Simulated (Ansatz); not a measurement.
# PdSb (model structure, started from the CsCl type, Pm-3m, No. 221, 2 atoms in the cell): properties by level of theory

```csv
level (code),lattice parameter a (Å),cohesive energy (eV/atom)
LDA (Ansatz),3.331,?
PBE (Ansatz),?,3.46
PBEsol (Ansatz),3.358,4.05
```

Problem. What belongs in the gaps?

Solution. 
- LDA (Ansatz, a first-principles code), cohesive energy (eV/atom): 4.61
- PBE (Ansatz), lattice parameter a (Å): 3.412

Ansatz's density-functional and Hartree–Fock values are scalar-relativistic unless marked +SOC, with PAW data made under PBE.

Free atoms are spin-polarised, in the lowest state found; at levels without +SOC their spin–orbit coupling is left out.

Static lattice: no zero-point or thermal effects.

A model structure was made by putting elements into a prototype or built by hand; it is no filed structure, need not be a known phase, and can be a saddle point held by its symmetry.
